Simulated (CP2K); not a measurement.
## Worked example: self-consistent single point of As (R-3m, 2 atoms in the cell) in CP2K

Method: PBE, GPW, DZVP-MOLOPT-SR-GTH basis, GTH-PBE potentials (GTH_POTENTIALS) (CP2K).

Input:

```
&GLOBAL
  PROJECT run
  RUN_TYPE ENERGY_FORCE
  PRINT_LEVEL MEDIUM
&END GLOBAL
&FORCE_EVAL
  METHOD Quickstep
  STRESS_TENSOR ANALYTICAL
  &DFT
    BASIS_SET_FILE_NAME BASIS_MOLOPT
    POTENTIAL_FILE_NAME GTH_POTENTIALS
    &QS
      METHOD GPW
      EPS_DEFAULT 1E-10
    &END QS
    &MGRID
      CUTOFF 400
      REL_CUTOFF 40
      NGRIDS 4
    &END MGRID
    &SCF
      SCF_GUESS ATOMIC
      EPS_SCF 1E-6
      MAX_SCF 100
      ADDED_MOS 4
      &DIAGONALIZATION
        ALGORITHM STANDARD
      &END DIAGONALIZATION
      &MIXING
        METHOD BROYDEN_MIXING
        ALPHA 0.2
        NBUFFER 10
      &END MIXING
      &SMEAR ON
        METHOD FERMI_DIRAC
        ELECTRONIC_TEMPERATURE [K] 1160.45
      &END SMEAR
    &END SCF
    &KPOINTS
      SCHEME MONKHORST-PACK 11 11 11
    &END KPOINTS
    &XC
      &XC_FUNCTIONAL PBE
      &END XC_FUNCTIONAL
    &END XC
    &PRINT
      &MO
        EIGENVALUES T
        OCCUPATION_NUMBERS T
        NDIGITS 8
        FILENAME mo
        &EACH
          QS_SCF 0
        &END EACH
        ADD_LAST NUMERIC
      &END MO
      &MULLIKEN ON
      &END MULLIKEN
    &END PRINT
  &END DFT
  &SUBSYS
    &CELL
      ABC 4.29204700 4.29204741 4.29204680
      ALPHA_BETA_GAMMA 51.87823996 51.87824685 51.87825332
      PERIODIC XYZ
    &END CELL
    &COORD
      As       2.15257658     1.04705236     0.70042493
      As       7.43872842     3.61833264     2.42048107
    &END COORD
    &KIND As
      BASIS_SET DZVP-MOLOPT-SR-GTH
      POTENTIAL GTH-PBE-q5
    &END KIND
  &END SUBSYS
  &PRINT
    &FORCES ON
    &END FORCES
    &STRESS_TENSOR ON
    &END STRESS_TENSOR
  &END PRINT
&END FORCE_EVAL
```

Log, with long lists cut:

```
 GLOBAL| Method name                                                        CP2K
 GLOBAL| Project name                                                        run
 GLOBAL| Run type                                                   ENERGY_FORCE

 CELL| Volume [angstrom^3]:                                            45.229235
 CELL| Vector a [angstrom]:       4.292     0.000     0.000   |a| =     4.292047
 CELL| Vector b [angstrom]:       2.650     3.377     0.000   |b| =     4.292047
 CELL| Vector c [angstrom]:       2.650     1.289     3.121   |c| =     4.292047
 CELL| Angle (b,c), alpha [degree]:                                    51.878240
 CELL| Angle (a,c), beta  [degree]:                                    51.878247
 CELL| Angle (a,b), gamma [degree]:                                    51.878253
 CELL| Numerically orthorhombic:                                              NO
 CELL| Periodicity                                                           XYZ

 DFT| Spin restricted Kohn-Sham (RKS) calculation                            RKS
 DFT| Multiplicity                                                             1
 DFT| Number of spin states                                                    1
 DFT| Charge                                                                   0
 DFT| XC density smoothing                                                  NONE
 DFT| XC derivatives                                                          PW

 QS| Method:                                                                 GPW
 QS| Density plane wave grid type                        NON-SPHERICAL FULLSPACE
 QS| Number of grid levels:                                                    4
 QS| Density cutoff [a.u.]:                                                200.0
 QS| Multi grid cutoff [a.u.]: 1) grid level                               200.0
   [... lines left out ...]
 BRILLOUIN| Wavefunction type                                            COMPLEX
 BRILLOUIN| List of Kpoints [2 Pi/Bohr]                                      666
 BRILLOUIN| Number           Weight            X              Y              Z
 BRILLOUIN|     1           0.00150       -0.45455       -0.45455       -0.45455
 BRILLOUIN|     2           0.00150       -0.45455       -0.45455       -0.36364
 BRILLOUIN|     3           0.00150       -0.45455       -0.45455       -0.27273
   [... 663 lines left out ...]
 *******************************************************************************

 Extrapolation method: initial_guess

 Re-scaling the density matrix to get the right number of electrons
                  # Electrons              Trace(P)               Scaling factor
                           10                10.000                        1.000

 Number of electrons:                                                         10
 Number of occupied orbitals:                                                  5
 Number of molecular orbitals:                                                 9

 Number of orbital functions:                                                 26
 Number of independent orbital functions:                                     26
 SCF WAVEFUNCTION OPTIMIZATION

  Step     Update method      Time    Convergence         Total energy    Change
     1 NoMix/Diag. 0.20E+00      -     0.39429152       -12.6859257648 -1.27E+01
     2 Broy./Diag. 0.20E+00      -     0.00175972       -12.6213585368  6.46E-02
     3 Broy./Diag. 0.20E+00      -     0.00628083       -12.6123726440  8.99E-03
     4 Broy./Diag. 0.20E+00      -     0.00110515       -12.6208325227 -8.46E-03
     5 Broy./Diag. 0.20E+00      -     0.00126616       -12.6208506638 -1.81E-05
     6 Broy./Diag. 0.20E+00      -     0.00008847       -12.6213185160 -4.68E-04
     7 Broy./Diag. 0.20E+00      -     0.00006655       -12.6208973067  4.21E-04
     8 Broy./Diag. 0.20E+00      -     0.00001176       -12.6208891006  8.21E-06
     9 Broy./Diag. 0.20E+00      -     0.00000762       -12.6209852115 -9.61E-05
    10 Broy./Diag. 0.20E+00      -     0.00000003       -12.6209976606 -1.24E-05
  *** SCF run converged in    10 steps ***

  Electronic density on regular grids:        -10.0000000000       -0.0000000000
  Core density on regular grids:                9.9999999977       -0.0000000023
  Total charge density on r-space grids:       -0.0000000023
  Total charge density g-space grids:          -0.0000000023

  Overlap energy of the core charge distribution:               0.00000000150044
  Self energy of the core charge distribution:                -27.12449920902674
  Core Hamiltonian energy:                                      6.06824080647007
  Hartree energy:                                              11.58340954491116
  Exchange-correlation energy:                                 -3.14784219766827
  Electronic entropic energy:                                  -0.00030660682115
  Fermi energy:                                                 0.21029295943216

  Total energy:                                               -12.62099766056328
  Total energy (extrapolated to T->0):                        -12.62084435715270

                     Mulliken Population Analysis

 #  Atom  Element  Kind  Atomic population                           Net charge
       1     As       1          5.000000                              0.000000
       2     As       1          5.000000                             -0.000000
 # Total charge                             10.000000                 -0.000000

 ENERGY| Total FORCE_EVAL ( QS ) energy [hartree]            -12.620998370893494

 FORCES| Atomic forces [hartree/bohr]
 FORCES|   Atom     x               y               z               |f|
 FORCES|      1  6.82962015E-03  3.32201397E-03  2.22227154E-03   7.91315228E-03
 FORCES|      2 -6.82962015E-03 -3.32201397E-03 -2.22227154E-03   7.91315228E-03
 FORCES| Sum     7.86648524E-13  3.95072863E-13 -1.95565786E-13
 FORCES| Total atomic force                                       9.01745221E-13

 STRESS| Analytical stress tensor [bar]
 STRESS|                        x                   y                   z
 STRESS|      x        1.97194904550E+04  -3.57652988913E+03  -2.39255165654E+03
 STRESS|      y       -3.57652988913E+03   2.53323531838E+04  -1.16394062701E+03
 STRESS|      z       -2.39255165654E+03  -1.16394062701E+03   2.62937926415E+04
 STRESS| 1/3 Trace                                             2.37818787601E+04
```

The run converged in 10 iterations.

The starting cell comes from a database of computed structures (which also holds hypothetical and non-ambient phases and stackings), without a prior relaxation at this level. Values carry the incompleteness of an atom-centred basis.

Cost on one core of a shared machine: roughly 40 s.
